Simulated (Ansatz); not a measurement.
For Na (model structure, from the simple cubic type, Pm-3m, No. 221), PBEsol in Ansatz (PAW) gives:

```
Property                    Value
-------------------  ------------
lattice parameter a       3.386 Å
bulk modulus              6.4 GPa
cohesive energy      1.03 eV/atom
```

### Question
What does r²SCAN in Ansatz (plane waves, PAW) give for the same quantities?

### Answer

- lattice constant a: 3.415 Å (grows by 0.9 %)
- bulk modulus: 6.3 GPa (is nearly the same)
- cohesive energy: 0.95 eV/atom (decreases by 0.08 eV/atom)

Changes are worked out from the printed values.

Unless a cell is named, each level is at its own relaxed cell (PBEsol 38.82, r²SCAN 39.83 Å³/atom).

Caveats: the bulk modulus is −V dP/dV from two relaxed cells at ±2 % in volume (PBEsol, r²SCAN). Ansatz's density-functional and Hartree–Fock values are scalar-relativistic unless marked +SOC, with PAW data made under PBE.

A model structure was made by putting elements into a prototype or built by hand; it is no filed structure, need not be a known phase, and can be a saddle point held by its symmetry.

Ansatz is a program for electronic structure.
